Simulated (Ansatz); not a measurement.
Where the default PAW files enter, the runs use the earlier of Ansatz's two default sets.

The decay constant κ of evanescent states in the gap governs leakage through a thin film.

Input:

```xyz
2
Lattice="2.5640 0.0000 0.0000 -1.2820 2.2205 0.0000 1.2820 -0.7402 2.0935" Properties=species:S:1:pos:R:3 pbc="T T T"
B      0.0000     0.0000     0.0000
N      2.5640     0.0000     1.5701
```

Space group of this cell: F-43m, zinc blende. The cell is taken as given; by PBEsol its mean pressure is -6.5 GPa.

Transport runs along the normal of the first two printed cell vectors, the (111) plane of the conventional cell.

The gap is the functional's own, uncorrected, and κ follows it; spin-orbit coupling is left out. Mid-gap values are interpolated between the computed energies.

### Question
Give the band gap and the smallest decay constant κ at mid-gap that PBEsol (Ansatz, a first-principles code) yields.

### Answer
Gap 4.27 eV on a 14×14×14 mesh; κ = 0.324 1/Å, at the zone centre.
